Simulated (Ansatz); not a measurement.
A computed series for MgSe: response to strain

Consider MgSe in the rock salt structure (space group Fm-3m, No. 225; a = 5.391 Å).

Strains are applied to the cell and any free atomic positions relax.

Computed with plane-wave PAW DFT at the LDA level (Ansatz, an electronic-structure program, 420 eV), no SOC.

Candidates:
(a) isotropic strain +1.00 %
(b) isotropic strain +0.50 %
(c) isotropic strain +1.50 %
(d) isotropic strain +2.50 %
(e) isotropic strain −2.00 %

For the base:

```
Property    Value
--------  -------
Band gap  1.72 eV
```

Order them by band gap, highest first.

(e) isotropic strain −2.00 % (1.81 eV), (b) isotropic strain +0.50 % (1.69 eV), (a) isotropic strain +1.00 % (1.67 eV), (c) isotropic strain +1.50 % (1.64 eV), (d) isotropic strain +2.50 % (1.60 eV)

Stability against distortions was not tested.
